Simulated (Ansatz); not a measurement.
Consider SiC in the wurtzite structure (space group P6_3mc, No. 186; a = 3.0920 Å, c = 5.0743 Å). Axes: x lies along a and z along c of the hexagonal cell.

All numbers come from Ansatz (a quantum-chemistry and plane-wave program) PBE, scalar-relativistic without spin-orbit coupling.

Strains are applied to the cell and any free atomic positions relax.

One change was made to it. Results:

The gap character stays indirect, Γ → K; the band gap falls by 0.09 eV to 2.22 eV; the valence-band top at Γ (three highest levels, from the VBM) changes from 0.00, 0.00, -0.11 eV to 0.00, 0.00, -0.26 eV; the electron mass goes from 0.27 mₑ along c, 0.44 mₑ across (at K) to 0.26 mₑ along z, 0.42 mₑ across (at K).

### Question
Which of these changes matches the shifts?
A) uniaxial strain ε_zz = +0.60 %
B) uniaxial strain ε_zz = +3.00 %
C) uniaxial strain ε_zz = +1.80 %

### Answer
C, uniaxial strain ε_zz = +1.80 %. For comparison, the band gap in the other runs: uniaxial strain ε_zz = +0.60 % gives 2.28 eV; uniaxial strain ε_zz = +3.00 % gives 2.17 eV.

Masses are band curvatures over ±0.01 Å⁻¹ around the edge. Whether these cells are dynamically stable was not tested.
